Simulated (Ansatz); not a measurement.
The parent structure is CdS in the zinc blende structure (space group F-43m, No. 216; a = 5.824 Å). Axes: x, y, z lie along the cube axes.

The values are results of DFT with PBEsol, PAW potentials and a 420 eV plane-wave cutoff in Ansatz (a program for electronic structure), no spin-orbit coupling, not measurements.

Strains are applied to the cell and any free atomic positions relax; under biaxial strain the out-of-plane vector relaxes too.

One change was made to it. Results:

| quantity | base | after |
|---|---|---|
| band gap | 1.01 eV | 0.96 eV |
| pressure (mean of the normal stresses, compression positive) | 0.00 GPa | 1.59 GPa |
| energy relative to the base (free energy F) | 0 meV/atom | +10 meV/atom |

**Question.** What was done to the base?
(A) biaxial strain −2.47 %, plane normal [110], relaxed out of plane
(B) biaxial strain −2.75 %, plane normal [110], relaxed out of plane
(C) uniaxial strain ε_yy = +2.57 %

**Answer.** B, biaxial strain −2.75 %, plane normal [110], relaxed out of plane. For comparison, the energy relative to the base in the other runs: uniaxial strain ε_yy = +2.57 % gives +3.7 meV/atom; biaxial strain −2.47 %, plane normal [110], relaxed out of plane gives +8.3 meV/atom.

Stability against distortions was not tested.
